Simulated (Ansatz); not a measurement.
System: GeSb2Te4 (model structure, started from the GeSb2Te4 type, R-3m, No. 166, 7 atoms in the cell). Method: LDA (PAW; Ansatz, a quantum-chemistry and plane-wave program).

Run with plane-wave cutoff 520 eV, 10×10×10 k mesh, Fermi–Dirac smearing 0.01 eV, scalar-relativistic PAW data made under PBE.

Cell (relaxed at this level):

Space group R-3m, hexagonal axes (No. 166); a = b = 4.2162 Å, c = 39.7399 Å, α = β = 90.00°, γ = 120.00°

```csv
atom,site,symmetry,x,y,z
Ge,3a,-3m,0.0000,0.0000,0.0000
Sb,6c,3m,0.0000,0.0000,0.4244
Te,6c,3m,0.0000,0.0000,0.1341
Te,6c,3m,0.0000,0.0000,0.2919
```
(The calculation used a cell of 7 atoms; values per cell refer to that cell.)

What does this level give for the band gap and direct gap at Γ?


* **band gap**: 0.05 eV
* **direct gap at Γ**: 0.73 eV

Note: the relaxation could raise the start's symmetry but not lower it, so the cell can be a saddle point.

Spin–orbit coupling is not included; it can close the smallest gap of 0.05 eV.

The computed numbers hold no vibrational or temperature effects.

A model structure was made by putting elements into a prototype or built by hand; it is no filed structure, need not be a known phase, and can be a saddle point held by its symmetry.
